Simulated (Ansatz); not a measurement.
How far to go with the k-point mesh: Be₄AlNi (R3m, 6 atoms in the cell)

```
Be4AlNi
1.0
    0.00000     2.98435     2.98435
    2.98435     0.00000     2.98435
    2.98435     2.98435     0.00000
Be Al Ni
4 1 1
Direct
  0.37846   0.37846   0.37846
  0.87914   0.37362   0.37362
  0.37362   0.37362   0.87914
  0.37362   0.87914   0.37362
  0.75000   0.75000   0.75000
  0.00000   0.00000   0.00000
```

Method of the run: PBEsol, default PAW files made with PBE (plane waves; Ansatz, an electronic-structure program).

Base settings: basis.ecutwfc = 420 eV; kpoints.mp_grid.grid = 10 10 10; hamiltonian.xc = pbesol; hamiltonian.pseudopotentials = {kind: paw} (the program's default PAW files); scf.occupations.method = fermi_dirac; scf.occupations.width = 0.1 eV.

The second cell is the first with its lattice scaled by 0.98.

Only quantities that move along the ladder and can be compared are tabulated.

The count of work is k-points × plane waves × bands × iterations; it is no time. Core times come from one kind of shared machine, to one figure; runs under 30 s give none.

The starting cell comes from a database of computed structures (which also holds hypothetical and non-ambient phases and stackings), without a prior relaxation at this level. Its lattice was rescaled by up to half a per cent. One atom was moved a little off its site on purpose. Spin polarisation is off. Ansatz's pressure includes its estimate of the finite-basis (Pulay) stress.

Steps (kpoints.mp_grid.grid): 2 2 2; 3 3 3; 4 4 4; 5 5 5; 6 6 6; 7 7 7; 8 8 8; 9 9 9; 10 10 10; 11 11 11; 12 12 12; 14 14 14; 15 15 15; 17 17 17; 19 19 19; 21 21 21; 25 25 25; 28 28 28.

Task: What is the coarsest kpoints.mp_grid.grid that holds the free energy within 2 meV/atom of the last step, with all finer ones?

Result: 7 7 7, at 0.022 of the last step's count of work; the step before is off by 3.9 meV/atom.

Task: What is the coarsest kpoints.mp_grid.grid that holds the forces within 0.01 eV/Å of the last step, with all finer ones?

Result: 6 6 6, at 0.016 of the last step's count of work; the step before is off by 0.022 eV/Å.

Task: What is the coarsest kpoints.mp_grid.grid that holds the pressure within 0.05 GPa of the last step, with all finer ones?

Result: 6 6 6, at 0.016 of the last step's count of work; the step before is off by 0.06 GPa.

```tsv
kpoints.mp_grid.grid	free energy less the last step's (meV/atom)	energy of the compressed cell less the first (meV/atom)	pressure (GPa)	largest difference of a force vector from the last step's (eV/Å)	count of work / last	core time / last (rough)
2 2 2	-31.91	17.12	0.35	0.065	0.0020	–
3 3 3	25.84	23.64	2.31	0.120	0.0029	–
4 4 4	7.22	20.85	1.47	0.015	0.0064	–
5 5 5	-1.27	21.05	1.53	0.022	0.0093	–
6 6 6	-3.88	21.41	1.63	0.005	0.016	–
7 7 7	1.68	21.37	1.63	0.004	0.022	–
8 8 8	0.99	21.25	1.59	0.003	0.032	–
9 9 9	-0.68	21.25	1.59	0.004	0.042	–
10 10 10	-0.16	21.29	1.60	0.003	0.057	–
11 11 11	0.39	21.26	1.60	0.001	0.071	–
12 12 12	0.03	21.24	1.59	0.002	0.092	–
14 14 14	0.03	21.28	1.60	0.002	0.14	–
15 15 15	0.07	21.26	1.60	0.000	0.17	0.1
17 17 17	-0.04	21.26	1.60	0.000	0.24	0.1
19 19 19	0.02	21.26	1.60	0.000	0.33	0.3
21 21 21	0.00	21.26	1.60	0.000	0.44	0.4
25 25 25	0.00	21.26	1.60	0.000	0.72	0.5
28 28 28	0.00	21.26	1.60	0.000	1.0	1
```

The energy difference between the two cells stays within 1 meV/atom of the last step's from 4 4 4 on, the total only from 8 8 8 on: much of the error is common to both cells and cancels.

Keys are those of Ansatz 0.2.
